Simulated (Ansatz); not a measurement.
An Ansatz (a program for electronic structure) input (Ansatz r2SCAN, without spin-orbit coupling, earlier PAW set):

Ansatz 0.2 input:
```yaml
crystal:
  lattice:
    - [4.1571249698, 0, 0]
    - [0, 5.8790625128, 0]
    - [0, 0, 21.2356874547]
  atoms:
    - { symbol: S, position: [0.75, 0.5, 0.3531790537] }
    - { symbol: Cd, position: [0.25, 0.25, 0.3531790537] }
    - { symbol: S, position: [1.25, 1, 0.4510596846] }
    - { symbol: Cd, position: [0.75, 0.75, 0.4510596846] }
    - { symbol: S, position: [1.75, 1.5, 0.5489403154] }
    - { symbol: Cd, position: [1.25, 1.25, 0.5489403154] }
    - { symbol: S, position: [2.25, 2, 0.6468209463] }
    - { symbol: Cd, position: [1.75, 1.75, 0.6468209463] }
basis: { ecutwfc: 500, ecutrho_ratio: 4, xc_grid: 4, fft_grid_basis: typed }
kpoints: { mp_grid: { grid: [8, 6, 1] } }
hamiltonian:
  xc: r2scan
  dispersion: none
  pseudopotentials: { azcp: { folder: ./paw }, kind: paw }
scf: { occupations: { method: fermi_dirac, width: 0.05 }, convergence: { dr2_threshold: 0.0000000008 } }
relax: { f_tol: 0.01, max_steps: 50 }
output: { forces: true, stress: true }
checkpoint: { write: state.ck, write_every: 1000 }
```

### Question
Which symmetry and how many k-points will the program report, and about how many plane waves at Γ?

### Answer
Space group Pmn21 (ITA 31) with 4 operations, k-points 20 of 48, and 13207 plane waves at Γ.

No phonon test of stability was made. The cell was made from CdS in the zinc blende structure (space group F-43m, No. 216) by this change: a free-standing slab of 4 layers (8 atoms, 2 a layer) is cut normal to [110], with 15 Å of vacuum and the in-plane cell held at bulk.
